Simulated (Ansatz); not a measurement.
AlNi3 in the Cu3Au type structure (space group Pm-3m, No. 221; weakly magnetic (sensitive to the mesh))

Space group Pm-3m (No. 221); a = 3.567 Å, b = 3.567 Å, c = 3.567 Å, α = 90.00°, β = 90.00°, γ = 90.00°

```csv
atom,site,symmetry,x,y,z
Ni,3c,4/mm.m,0.0000,0.5000,0.5000
Al,1a,m-3m,0.0000,0.0000,0.0000
```

The values are results of Kohn–Sham DFT with the PBE functional, run in Ansatz (a quantum-chemistry and plane-wave program) with PAW and 420 eV plane waves, spin-orbit coupling left out, not measurements. k-mesh 13×13×13 (Γ-centred); smearing 0.05 eV (Fermi–Dirac).

```yaml
volume_per_atom: 11.34 Å³
density: 7.43 g/cm³
band_gap: zero
magnetic_state: weakly magnetic (sensitive to the mesh)
total_energy: -4514.598 eV/atom (σ→0; compares only within this code and set-up)
```

The magnetic state is the one reached from the starting moments; the real material's order can differ, and small cells can't hold many antiferromagnetic ones. Stability against distortions was not tested.
